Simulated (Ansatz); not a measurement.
## rutile SnO2 (0 0 1) on zinc-blende InSb (0 0 1) (film strained to the substrate, started from cuts of the bulks and a machine-learned relaxation; metallic at this level, with no gap by band count; slabs In4Sb4 and Sn8O16, which can lie off the formulas)

A periodic stack without vacuum, rutile SnO2 (0 0 1) on zinc-blende InSb (0 0 1) (film strained to the substrate, started from cuts of the bulks and a machine-learned relaxation; metallic at this level, with no gap by band count; slabs In4Sb4 and Sn8O16, which can lie off the formulas): substrate slab In4Sb4, film Sn8O16, surface cells [[1, 0], [1, 1]] and [[0, 1], [-1, 0]], film strained by -2.8 and -2.8 %, outermost planes Sb/In and OSn/OSn as cut, which need not be the usual terminations and can put a slab off its formula.

The start was prepared with a machine-learned potential, and the result is one local minimum, with the in-plane cell held and forces under 0.04 eV/Å; the film can end far from its bulk form.

Computed with PBE (plane waves to 420 eV, PAW; Ansatz, a program for electronic structure). Spin–orbit coupling is left out; the runs are not spin-polarised. Its k-point mesh 5×5×1, Fermi–Dirac width 0.05 eV.

* **interface area**: 22.0 Å²
* **period**: 26.26 Å
* **heights between the nearest atoms of the two slabs at the two interfaces**: 1.66 and 1.53 Å
* **In–Sn contacts across the interfaces within 1.22 times the sum of covalent radii**: 3, mean 3.21 Å
* **In–O contacts across the interfaces within 1.22 times the sum of covalent radii**: 2, mean 2.17 Å
* **Sb–Sn contacts across the interfaces within 1.22 times the sum of covalent radii**: 2, mean 3.22 Å
* **O–Sb contacts across the interfaces within 1.22 times the sum of covalent radii**: 2, mean 2.10 Å
* **two interfaces**: unlike, so that offsets are their mean

```
CELL_PARAMETERS angstrom
      4.69316    -0.00115     0.05013
     -0.00004     4.69323     0.09840
      0.66440     0.61337    26.28729
ATOMIC_POSITIONS crystal
  In 0.93668 0.20851 0.21354
  In 0.49673 0.71018 0.08351
  In 0.78100 0.11657 0.46722
  In 0.42279 0.68196 0.33984
  Sb 0.97309 0.72528 0.14898
  Sb 0.17276 0.24942 0.03365
  Sb 0.90624 0.64431 0.40367
  Sb 0.42424 0.19763 0.27622
  Sn 0.83377 0.97136 0.59426
  Sn 0.36274 0.47677 0.53257
  O  0.13473 0.65844 0.59408
  O  0.62791 0.82949 0.53056
  O  0.03814 0.18102 0.53115
  O  0.53790 0.29066 0.59706
  Sn 0.80606 0.94526 0.72083
  Sn 0.31670 0.46166 0.65822
  O  0.10842 0.63352 0.72156
  O  0.62281 0.77009 0.65830
  O  0.02022 0.14428 0.65812
  O  0.50301 0.25527 0.72144
  Sn 0.78045 0.91401 0.84733
  Sn 0.29439 0.42834 0.78377
  O  0.08400 0.60365 0.84724
  O  0.59708 0.73926 0.78463
  O  0.98913 0.11910 0.78460
  O  0.47616 0.22286 0.84746
  Sn 0.75722 0.87483 0.97530
  Sn 0.26657 0.40022 0.90912
  O  0.06789 0.55840 0.97551
  O  0.57466 0.70595 0.91125
  O  0.96485 0.08298 0.91124
  O  0.45210 0.19870 0.97257
```
